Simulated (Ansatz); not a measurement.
Seebeck coefficient (μV/K, mean over directions) of p-type Hf$_{3}$N$_{4}$ (Fd-3m) against carrier density, PBEsol, rigid bands (Ansatz, a program for electronic structure). Computed gap 0.78 eV; densities at which minority carriers matter at this gap, or further valleys turn the trend, are left out. Conductivity mass 0.69 mₑ (harmonic mean over directions), N_v = 1.3e20 cm⁻³ at 300 K.

```tsv
hole density	300 K	500 K
1e18 cm⁻³	628	___
3e18 cm⁻³	534	608
1e19 cm⁻³	___	504
3e19 cm⁻³	337	411
1e20 cm⁻³	238	309
3e20 cm⁻³	157	___
1e21 cm⁻³	89	140
```

Problem. Some entries are withheld; supply them.

Solution. 
- 1e18 cm⁻³, 500 K: 703
- 1e19 cm⁻³, 300 K: 431
- 3e20 cm⁻³, 500 K: 222

Rigid bands with a gap fixed in temperature, one relaxation time for all states, no polarons or phonon drag, and whether or not such doping can be reached. Spin-orbit coupling is left out; with 5d elements it also splits d-like band edges.

Computed structure with no diffraction record at hand here (it may be known, metastable or hypothetical): Hf3N4 (Fd-3m).
